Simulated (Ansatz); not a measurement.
## Quick settings and what they miss: LaIr5 (P6/mmm, 6 atoms in the cell)

Self-consistent single point.

```xyz
6
Lattice="5.2856 0.0000 0.0000 -2.6428 4.5775 0.0000 0.0000 0.0000 4.2465" Properties=species:S:1:pos:R:3 pbc="T T T"
La     0.0000     0.0000     0.0000
Ir     2.6428     1.5258     0.0000
Ir     0.0000     3.0517     0.0000
Ir    -1.3214     2.2887     2.1233
Ir     2.6428     0.0000     2.1233
Ir     1.3214     2.2887     2.1233
```

Computed with PBEsol, PAW files made with PBE (plane waves; Ansatz, an electronic-structure program).

Base settings: basis.ecutwfc = 420 eV; kpoints.mp_grid.grid = 7 7 8; hamiltonian.xc = pbesol; hamiltonian.pseudopotentials = {kind: paw} (the program's default PAW files); scf.occupations.method = cold; scf.occupations.width = 0.05 eV.

Tight run (finer mesh or higher cutoff; not a proven limit): basis.ecutwfc: 420 eV → 590 eV; kpoints.mp_grid.grid: 7 7 8 → 10 10 11; scf.convergence.dr2_threshold: default (1e-07 eV) → 1e-09 eV. It gave Fermi level (on the code's own zero) 20.87 eV; pressure 5.44 GPa.

Quick runs, as changes from the base:
- A: the base itself
- B: basis.ecutwfc: 420 eV → 295 eV; kpoints.mp_grid.grid: 7 7 8 → 8 8 8; scf.occupations.method: cold → fermi_dirac; scf.occupations.width: 0.05 eV → 0.5 eV
- C: basis.ecutwfc: 420 eV → 210 eV; kpoints.mp_grid.grid: 7 7 8 → 2 2 2
- D: basis.ecutwfc: 420 eV → 210 eV; kpoints.mp_grid.grid: 7 7 8 → 8 8 8; scf.occupations.width: 0.05 eV → 0.136 eV
- E: basis.ecutwfc: 420 eV → 210 eV; kpoints.mp_grid.grid: 7 7 8 → 4 4 4; scf.convergence.dr2_threshold: default (1e-07 eV) → 0.0001 eV
- F: basis.ecutwfc: 420 eV → 335 eV; kpoints.mp_grid.grid: 7 7 8 → 6 6 6; scf.occupations.method: cold → methfessel_paxton; scf.occupations.width: 0.05 eV → 0.136 eV; scf.convergence.dr2_threshold: default (1e-07 eV) → 0.0001 eV

Energies are extrapolated to zero smearing width, which holds to low order in the width alone.

The count of work is k-points × plane waves × bands × iterations; it is no time. 

Pressures in the table are Ansatz's without its Pulay estimate, at a fixed set of plane waves; the tight run's value above holds the estimate.

The starting cell comes from a database of computed structures (which also holds hypothetical and non-ambient phases and stackings), without a prior relaxation at this level. Its lattice was rescaled by a random factor within 2.5 % of one. Spin polarisation is off. In the base run, with a pressure of about 5 GPa the cell is away from its equilibrium volume at this level.

```
run  energy less tight (meV/atom)  pressure less tight (GPa)  count of work / tight
---  ----------------------------  -------------------------  ---------------------
A                             3.8                      -0.04                   0.26
B                            69.7                      -4.10                   0.24
C                          4243.6                    -209.50                 0.0081
D                          4282.1                    -208.20                  0.092
E                          4349.1                    -211.14                  0.017
F                             7.4                      -1.15                   0.10
```

Among the runs at the tight run's level, the energy misses run from 3.8 to 4349.1 meV/atom.

Keys are those of Ansatz 0.2.
